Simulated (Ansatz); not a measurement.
The starting structures come from a database of crystals and need not be the phases stable at ambient conditions.

Inside the gap of an insulator the Bloch states are evanescent, with a wavenumber k + iκ along the transport direction.

```
CELL_PARAMETERS angstrom
      8.39689     0.00000     0.00000
      3.62871     8.20885     0.00000
      1.12371    -0.49674     4.16676
ATOMIC_POSITIONS crystal
  Rb 0.73092 0.04451 0.13454
  Rb 0.26908 0.95549 0.86546
  Ag 0.80322 0.65363 0.59839
  Ag 0.19678 0.34637 0.40161
  Ag 0.62524 0.41680 0.68738
  Ag 0.37476 0.58320 0.31262
  Ag 0.88542 0.39978 0.05729
  Ag 0.11458 0.60022 0.94271
  S  0.60634 0.69698 0.19683
  S  0.39366 0.30302 0.80317
  S  0.96510 0.22529 0.51745
  S  0.03490 0.77471 0.48255
```

Space group of this cell: C2/m. The cell is taken as given; by r2SCAN its mean pressure is -1.4 GPa.

Transport runs along the normal of the first two printed cell vectors.

No gap correction and no spin-orbit coupling; mid-gap values are interpolated between computed energies.

Task: State the band gap and the smallest decay constant κ at mid-gap according to r2SCAN in Ansatz (a quantum-chemistry and plane-wave program).

Result: Gap 0.56 eV on a 8×4×8 mesh; κ = 0.085 1/Å, at the zone centre.
